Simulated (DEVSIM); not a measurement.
System: abrupt Si n-p junction, at 400 K.

```tsv
layer (left to right)	material	thickness (μm)	Nd (cm⁻³)	Na (cm⁻³)	τn (s)	τp (s)
1	Si	0.520	1.6e18	-	1.3e-5	1.3e-5
2	Si	1.30	-	2.4e15	1.3e-5	1.3e-5
```

Left contact: ohmic. Right contact: ohmic. Voltage is applied to the left contact. Recombination: SRH at mid-gap, radiative. Mobility is constant in doping.

The device is made up for the run: typed textbook-type constants, with dimensions and the other settings drawn at random. Values at 300 K; Nc and Nv go as T^1.5, mobilities as T to minus their exponent, the gap by Varshni's rule with the affinity fixed.

| parameter | Si |
|---|---|
| gap (eV) | 1.124 |
| affinity (eV) | 4.05 |
| permittivity | 11.7 |
| Nc (cm⁻³) | 2.86e19 |
| Nv (cm⁻³) | 3.1e19 |
| μn (cm²/Vs) | 1417 |
| μp (cm²/Vs) | 470 |
| T exponent of μn | 2.3 |
| T exponent of μp | 2.2 |
| B (cm³/s) | 4.7e-15 |
| Varshni α (eV/K) | 0.000473 |
| Varshni β (K) | 636 |

Model (solved in DEVSIM): 1D drift-diffusion, Boltzmann statistics, complete ionisation; no tunnelling, impact ionisation, image-force lowering or self-heating.

The thickness of layer 2 was swept, all else fixed.

```
thickness of layer 2 (μm)  dark forward voltage at 1 A/cm² (V)  dark forward voltage at 100 A/cm² (V)
-------------------------  -----------------------------------  -------------------------------------
0.26                                                     0.138                                  0.328
0.45                                                     0.181                                  0.375
0.78                                                     0.229                                  0.411
1.3                                                      0.258                                  0.438
2.2                                                      0.281                                  0.465
3.9                                                      0.304                                  0.495
6.5                                                      0.323                                  0.525
```

From the first row to the last the dark forward voltage at 1 A/cm² goes from 0.138 to 0.323. From the first row to the last the dark forward voltage at 100 A/cm² goes from 0.328 to 0.525.
